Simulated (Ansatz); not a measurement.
A. TaC in the rock salt structure
B. fcc (Cu type) Pd
C. fcc (Cu type) Al
D. Mg in the hcp (Mg type) structure

Q: Rank these crystals by volume expansion coefficient at 300 K, lowest first, as quasi-harmonic lattice dynamics on PBEsol density-functional theory in Ansatz (plane waves, PAW) gives it.

A: A (17.6 × 10⁻⁶ K⁻¹), B (34.6 × 10⁻⁶ K⁻¹), C (63.2 × 10⁻⁶ K⁻¹), D (78.4 × 10⁻⁶ K⁻¹)

 Spin-orbit coupling is not included. The runs of Al (PBEsol), Mg (PBEsol) noted for some cells that some bands missed the eigensolver's tolerance; how far this moves their values was not measured.

Whether this phase is the stable one at each condition was not tested.

The PAW data sets were generated under PBE and serve the other functionals too.

Ansatz is a quantum-chemistry and plane-wave program.
